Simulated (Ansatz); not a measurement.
Defect migration in silicon with all lengths changed by +1 %: interstitial B, charge state +1. The step: a concerted move, in which B travels most; the atom moves 1.45 Å along (0.06, 0.25, 0.06) of the unit cell; the moving atom starts with neighbours Si at 1.89, 2 Si at 1.99 Å and ends with Si at 1.89, 2 Si at 1.99 Å. DFT values are from Ansatz (plane-wave PAW, 420 eV unless said) in a cell of 64 host sites, spin-restricted, static, with no finite-size correction. The charge state is imposed; whether it is stable for some Fermi level was not computed. Sites that were not tried may lie lower. For the PBE band: the saddle point's order was not checked.

```tsv
Level	Forward barrier (eV)	Cost of the band or of the saddle's single point
CHGNet universal potential (has no charge state), its own band	0.22	-
PBE, a 2×2×2 k-point mesh shifted by half a step, band relaxed	0.61	around 70 core-minutes (rough)
PBE, a 3×3×3 k-point mesh shifted by half a step, same geometries	0.59	roughly 6 core-minutes
```

Ansatz is a first-principles code.
